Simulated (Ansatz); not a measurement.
Reference: monolayer PtSe2, PBE, rigid bands (plane waves, PAW, scalar-relativistic; Ansatz, an electronic-structure program); axes and stresses refer to this cell.

```
CELL_PARAMETERS angstrom
      3.74798     0.00000     0.00000
     -1.87399     3.24585     0.00000
      0.00000     0.00000    18.98202
ATOMIC_POSITIONS crystal
  Pt 0.00000 0.00000 0.50000
  Se 0.33333 0.66667 0.56891
  Se 0.66667 0.33333 0.43109
```

* **hole conductivity mass**: 1.69 mₑ
* **band gap**: 1.38 eV
* **electron conductivity mass**: 0.33 mₑ

Problem. Change: biaxial strain +3 %. What happens to hole conductivity mass, band gap, electron conductivity mass?

Solution. hole conductivity mass falls to 0.78 mₑ; band gap drops to 1.15 eV; electron conductivity mass rises to 0.34 mₑ.

Problem. Change: biaxial strain +5 %. What happens to hole conductivity mass, band gap, electron conductivity mass?

Solution. hole conductivity mass decreases to 0.69 mₑ; band gap decreases to 0.98 eV; electron conductivity mass rises to 0.34 mₑ.

Problem. Change: biaxial strain -1 %. What happens to hole conductivity mass, band gap, electron conductivity mass?

Solution. hole conductivity mass rises to 2.9 mₑ; band gap moves little, to 1.34 eV; electron conductivity mass moves little, to 0.32 mₑ.

Problem. Change: biaxial strain -2 %. What happens to hole conductivity mass, band gap, electron conductivity mass?

Solution. hole conductivity mass grows to 2.9 mₑ; band gap drops to 1.30 eV; electron conductivity mass moves little, to 0.33 mₑ.

Problem. Change: biaxial strain -3 %. What happens to hole conductivity mass, band gap, electron conductivity mass?

Solution. hole conductivity mass grows to 2.8 mₑ; band gap decreases to 1.24 eV; electron conductivity mass increases to 0.38 mₑ.

Masses are for dilute carriers at 300 K, harmonic means over directions unless an axis is named. Spin-orbit coupling is left out unless a row names it; without it hole values are far off for these elements. The structure type is held under load, also where the real crystal would transform.

Model free-standing layer, not matched to a measured one here: monolayer PtSe2.
